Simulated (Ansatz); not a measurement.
**A computed series for hypothetical rock salt BeS: pressure series**

Take BeS in the rock salt structure (space group Fm-3m, No. 225; a hypothetical phase, not in the database extracts checked) as the base.

BeS is modelled in the cubic space group Fm-3m (No. 225), the rock salt structure, Pearson symbol cF8. Conventional cell: a = b = c = 4.6293 Å, α = β = γ = 90.00°. S on 4a is surrounded by 6 Be at 2.315 Å (octahedral). Be on 4b is surrounded by 6 S at 2.315 Å (octahedral). (Neighbours: up to the widest gap in distance over summed covalent radii, below 1.35, at either atom; cation-cation and far metal-metal contacts left out.)
(The calculation used a cell of 2 atoms; values per cell refer to that cell.)

Cell and atoms are relaxed at each pressure.

Levels (all Ansatz, a first-principles code, PAW): PBE (420 eV, no spin-orbit coupling); PBEsol (420 eV, no spin-orbit coupling).

The base cell above is that of PBE; each level relaxes its own structures.

```
case              volume per atom, PBE  volume per atom, PBEsol
----------------  --------------------  -----------------------
pressure −2 GPa               12.64 Å³                      [?]
pressure −1 GPa               12.52 Å³                 12.20 Å³
pressure 0.3 GPa              12.37 Å³                      [?]
pressure 0.7 GPa              12.32 Å³                 12.01 Å³
pressure 1.5 GPa              12.23 Å³                 11.93 Å³
pressure 3 GPa                12.08 Å³                 11.79 Å³
pressure 5 GPa                11.88 Å³                      [?]
pressure 7.5 GPa              11.66 Å³                 11.39 Å³
pressure 10 GPa               11.45 Å³                      [?]
```

Problem. Complete the table.

Solution. 
- pressure −2 GPa, volume per atom, PBEsol: 12.31 Å³
- pressure 0.3 GPa, volume per atom, PBEsol: 12.06 Å³
- pressure 5 GPa, volume per atom, PBEsol: 11.60 Å³
- pressure 10 GPa, volume per atom, PBEsol: 11.20 Å³

PBE lies above PBEsol in every row, by 0.25 Å³ to 0.33 Å³. They put the cases in the same order.

Load acts through the strain it causes; cell and atoms are relaxed under it. No phonon test of stability was made. No other phases were tried under pressure.
